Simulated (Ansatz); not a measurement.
For 1T (CdI2-type) NiTe₂ (model structure), PBEsol (Ansatz, a program for electronic structure, PAW) gives:

lattice parameter a: 3.826 Å
lattice parameter c: 5.169 Å

**Question.** What does r²SCAN-D4 (plane waves, PAW; Ansatz) give for the same quantities?

**Answer.** 
- lattice constant a: 3.848 Å (increases by 0.6 %)
- lattice parameter c: 5.317 Å (rises by 2.9 %)

Changes are worked out from the printed values.

Unless a cell is named, each level is at its own relaxed cell (PBEsol 21.84, r²SCAN-D4 22.72 Å³/atom).

Ansatz's density-functional and Hartree–Fock values are scalar-relativistic unless marked +SOC, with PAW data made under PBE.

A model structure was made by putting elements into a prototype or built by hand; it is no filed structure, need not be a known phase, and can be a saddle point held by its symmetry.
